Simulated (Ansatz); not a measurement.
The starting structures come from a database of crystals and need not be the phases stable at ambient conditions.

 Where the default PAW files enter, the runs use the earlier of Ansatz's two default sets.

Given:

```
CELL_PARAMETERS angstrom
      3.69814     0.00000     0.00000
     -1.84907     3.20268     0.00000
      0.00000     0.00000    16.33783
ATOMIC_POSITIONS crystal
  Y  0.66667 0.33333 0.41128
  Y  0.33333 0.66667 0.58872
  Y  0.33333 0.66667 0.91128
  Y  0.66667 0.33333 0.08872
  C  0.00000 0.00000 0.25000
  C  0.00000 0.00000 0.75000
  N  0.00000 0.00000 0.67492
  N  0.00000 0.00000 0.32508
  N  0.00000 0.00000 0.17492
  N  0.00000 0.00000 0.82508
  O  0.66667 0.33333 0.94834
  O  0.33333 0.66667 0.05166
  O  0.33333 0.66667 0.44834
  O  0.66667 0.33333 0.55166
```

Space group of this cell: P6_3/mmc. The cell is taken as given; by r2SCAN its mean pressure is 0.8 GPa.

Transport runs along the normal of the first two printed cell vectors, the (001) plane of the conventional cell.

The gap is the functional's own. No spin-orbit coupling. Mid-gap values are interpolated on the energy grid.

Problem. Compute, with r2SCAN (Ansatz, an electronic-structure program), the band gap and the smallest decay constant κ at mid-gap.

Solution. Gap 4.37 eV on a 12×12×2 mesh; κ = 0.394 1/Å, at (0.333, 0.000) of the in-plane reciprocal vectors. At the zone centre, at the nearest computed energy, the slowest state has κ = 0.47 1/Å.
